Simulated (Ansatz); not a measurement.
For Ge2Sb2Te5 (P-3m1, No. 164, 9 atoms in the cell; start mp-3534), PBE in Ansatz (PAW) gives:

| Quantity | Value |
|---|---|
| lattice constant a | 4.265 Å |
| lattice parameter c | 18.049 Å |

Task: What does r²SCAN+rVV10 in Ansatz (PAW) give for the same quantities?

Result: 
- lattice constant a: 4.213 Å (falls by 1.2 %)
- lattice parameter c: 17.695 Å (drops by 2.0 %)

Changes are worked out from the printed values.

Unless a cell is named, each level is at its own relaxed cell (PBE 31.59, r²SCAN+rVV10 30.23 Å³/atom).

Caveats: the relaxation could not lower the start's symmetry, so the cell can be a saddle point above a distorted one (PBE, r²SCAN+rVV10). Ansatz's density-functional and Hartree–Fock values are scalar-relativistic unless marked +SOC, with PAW data made under PBE.

A start named mp-… is a Materials Project structure, which need not be a measured phase.

Ansatz is an electronic-structure program.
